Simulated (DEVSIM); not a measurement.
Structure: abrupt Ge p-n junction, at 250 K.

Layer 1 from the left is Ge, thickness (μm) 89.0, Na (cm⁻³) 1.6e17, τn (s) 4.5e-6, τp (s) 4.5e-6. Layer 2 from the left is Ge, thickness (μm) 170, Nd (cm⁻³) 1.5e15, τn (s) 4.5e-6, τp (s) 4.5e-6.

Left contact: ohmic. Right contact: ohmic. Voltage is applied to the left contact. Recombination: SRH at mid-gap. Mobility is constant in doping.

The device is made up for the run: typed textbook-type constants, with dimensions and the other settings drawn at random. Values at 300 K; Nc and Nv go as T^1.5, mobilities as T to minus their exponent, the gap by Varshni's rule with the affinity fixed.

Ge: gap (eV) 0.664, affinity (eV) 4, permittivity 16, Nc (cm⁻³) 1.04e19, Nv (cm⁻³) 6e18, μn (cm²/Vs) 3900, μp (cm²/Vs) 1900, T exponent of μn 1.66, T exponent of μp 2.33, Varshni α (eV/K) 0.000477, Varshni β (K) 235.

**Question.** Estimate by hand the built-in potential, the peak field at zero bias, the capacitance at -6 V, and compare with a numerical solution.

**Answer.** 
- Built-in potential: ni = √(Nc Nv) exp(−Eg/2kT) = 7.88e11 cm⁻³ with Eg = 0.683 eV; Vbi = kT/q ln(Na Nd/ni²) = 0.426 V; numerical 0.426 V.
- Peak field at zero bias: depletion approximation: W = √(2εVbi/(qN)) = 0.712 μm with N = 1.49e15 cm⁻³; field = 2Vbi/W = 12000 V/cm; numerical 19300 V/cm (estimate below by 38 %).
- Capacitance at -6 V: C = √(qεN / 2(Vbi + |V|)) = 5.12 nF/cm²; numerical 5.14 nF/cm².

Simulated with DEVSIM: 1D drift-diffusion, Boltzmann statistics, complete ionisation; no tunnelling, impact ionisation, image-force lowering or self-heating.
